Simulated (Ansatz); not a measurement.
The starting structures come from a database of crystals and need not be the phases stable at ambient conditions.

 Where the default PAW files enter, the runs use the earlier of Ansatz's two default sets.

## Evanescent states of Sr$_{2}$H$_{6}$Ru (Fm-3m, not sure to be the ambient phase, 9 atoms a cell, 12.2 Å³ an atom, -2 GPa at this level) along the normal of (001)

Computed with PBEsol (plane waves, PAW; Ansatz, a quantum-chemistry and plane-wave program).

The gap is the functional's own, uncorrected, and κ follows it; spin-orbit coupling is left out. Mid-gap values are interpolated between the computed energies.

Energies count from the valence-band top; κ is the least over a 6×6 mesh across the current.

```
E (eV)  κ (1/Å)  where
------  -------  -----
0.06      0.183      Γ
0.17      0.318      Γ
0.28      0.414      Γ
0.39      0.440  off Γ
0.49          …  off Γ
0.60          …  off Γ
0.71          …  off Γ
0.82          …  off Γ
0.94          …  off Γ
1.04          …  off Γ
1.16          …  off Γ
1.26          …      Γ
1.38          …      Γ
1.49          …      Γ
1.59          …      Γ
1.71      0.243      Γ
1.81      0.208      Γ
1.93      0.166      Γ
2.04      0.108      Γ
```

### Question
Some entries are withheld; supply them.

### Answer

- 0.49, κ (1/Å): 0.434
- 0.60, κ (1/Å): 0.426
- 0.71, κ (1/Å): 0.417
- 0.82, κ (1/Å): 0.408
- 0.94, κ (1/Å): 0.397
- 1.04, κ (1/Å): 0.384
- 1.16, κ (1/Å): 0.370
- 1.26, κ (1/Å): 0.351
- 1.38, κ (1/Å): 0.327
- 1.49, κ (1/Å): 0.301
- 1.59, κ (1/Å): 0.273
